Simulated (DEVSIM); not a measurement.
Structure: Al/SiO2/n-Si capacitor, at 400 K.

| layer (left to right) | material | thickness (nm) | Nd (cm⁻³) |
|---|---|---|---|
| 1 | SiO2 | 2.00 | - |
| 2 | Si | 380 | 2.3e18 |

Metal gate on the left, work function 4.1 eV. Fixed charge at the semiconductor interface 2.3e12 cm⁻² (in units of +e); no interface traps.

The device is made up for the run: typed textbook-type constants, with dimensions and the other settings drawn at random. Values at 300 K; Nc and Nv go as T^1.5, mobilities as T to minus their exponent, the gap by Varshni's rule with the affinity fixed.

```csv
parameter,SiO2,Si
gap (eV),9,1.124
affinity (eV),0.9,4.05
permittivity,3.9,11.7
Nc (cm⁻³),-,2.86e19
Nv (cm⁻³),-,3.1e19
Varshni α (eV/K),-,0.000473
Varshni β (K),-,636
```

DEVSIM, 1D Poisson equation in equilibrium, Boltzmann statistics, complete ionisation; no quantum confinement or tunnelling. Metal contacts follow the ideal Schottky-Mott rule: no Fermi-level pinning, no interface dipoles.

The SiO2 thickness was swept, all else fixed.

```csv
SiO2 thickness (μm),threshold voltage (band bending 2φF) (V),flat-band voltage (V),capacitance of the dielectric stack (μF/cm²),minimum of the low-frequency capacitance (μF/cm²)
0.0008,-1.22,-0.14,4.32,0.472
0.0011,-1.32,-0.17,3.14,0.455
0.0014,-1.42,-0.20,2.47,0.437
0.0017,-1.53,-0.23,2.03,0.421
0.002,-1.63,-0.26,1.73,0.407
0.0024,-1.77,-0.31,1.44,0.386
```

From the first row to the last the threshold voltage (band bending 2φF) goes from -1.22 to -1.77. From the first row to the last the flat-band voltage goes from -0.14 to -0.31.
